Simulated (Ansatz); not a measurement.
## Cu3N: energy against volume

Cu3N (anti-ReO3 type, Pm-3m, 13.341 Å³/atom and stress up to 0.01 GPa in the relaxed cell, cube axes along x, y and z) under an equal strain ε along all three axes. PBEsol in Ansatz, a plane-wave DFT program (PAW, default set), 420 eV, 12×12×12 Γ-centred mesh, Fermi-Dirac smearing 0.05 eV; ions are relaxed, or left where forces stay under 0.02 eV/Å, within the symmetry of each cell.

Here V stands for volume and E for E less E0.

```
volume (Å³/atom)  E less E0 (meV/atom)  pressure (GPa)
----------------  --------------------  --------------
12.6339                          17.46            8.28
12.8669                           7.61            5.28
13.1028                           1.90            2.52
13.3415                           0.00            0.00
13.5831                           1.75           -2.31
13.8276                           6.86           -4.42
14.0750                          15.16           -6.34
14.5786                              ?               ?
```

The 7 complete rows are fitted with the third-order Birch-Murnaghan form, a cubic in V^(-2/3), E against V. With u = V^(-2/3) - 0.178, the rows have u = 0.006349, 0.004117, 0.001925, -0.000228, -0.002342, -0.004419, -0.006459. Least squares gives E = 0.033 + 196.3·u + 397179·u² + 654400·u³. Residuals (row less fit): 0.003, -0.009, 0.013, -0.009, 0.007, -0.005, 0.001; standard error 0.012 (degrees of freedom: 3). Its minimum lies at u = -0.000247, so V0 = (0.177753)^(-3/2) = 13.34. There d²E/du² = 793400 and d³E/du³ = 3926000, so B0 = (4/9) × 13.34^(-7/3) × 793400 × 0.160218 = 134 GPa (the last factor turns the table's units into GPa), and B0' = 4 + (2/3) × 0.177753 × (3926000)/793400 = 4.6. B0' rests on the cubic coefficient alone and has a standard error of 0.1 from these residuals.

Problem. What does the fit predict for E at V = 14.5786, and how far is the calculated value from it?

Solution. u = -0.010433, so E = 0.033 + 196.3 × (-0.010433) + 397179 × (-0.010433)² + 654400 × (-0.010433)³ = 40.474 meV/atom. The calculation gives 40.49 meV/atom, 0.016 meV/atom above the prediction (0.0 % of the range of E in the table). The row lies outside the fitted rows, so this is an extrapolation. From the scatter of the fitted rows alone, a prediction at this place has a standard error of 0.070 meV/atom, so the miss is 0.2 times that.

This level leaves no gap over 0.05 eV at strain -1.80, -1.20, -0.60, 0.00 %. The start is a measured cell from the literature; how it stands against other phases or cation orders wasn't checked. Other structures, which can take over under pressure, weren't tried. The same form fitted to the pressure column gives B0' = 4.6; series where the two differ by over 0.4 aren't shown. Rows are the converged runs of the series near zero and its far end, less any whose ions stayed unrelaxed beside relaxed ones; series whose fitted rows scatter by over a few per cent of the range, as at a crossing or softening among them, aren't shown in this form.
